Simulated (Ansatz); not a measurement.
## GePd (model structure, started from the TiAs type, P6₃/mmc, No. 194, 8 atoms in the cell): properties by level of theory

```json
[
 {"level (code)": "PBE (Ansatz)", "equilibrium lattice constant a (Å)": "3.058", "c axis length (Å)": "15.978", "enthalpy of formation (eV/atom)": "-0.278"},
 {"level (code)": "PBEsol (Ansatz)", "equilibrium lattice constant a (Å)": "2.990", "c axis length (Å)": "15.866", "enthalpy of formation (eV/atom)": "-0.331"},
 {"level (code)": "PBE-D3(BJ) (Ansatz)", "equilibrium lattice constant a (Å)": "2.986", "c axis length (Å)": "16.005", "enthalpy of formation (eV/atom)": "-0.323"}
]
```

Ansatz's density-functional and Hartree–Fock values are scalar-relativistic unless marked +SOC, with PAW data made under PBE.

Computed values are for the static lattice.

A model structure was made by putting elements into a prototype or built by hand; it is no filed structure, need not be a known phase, and can be a saddle point held by its symmetry.

Ansatz is a first-principles code.
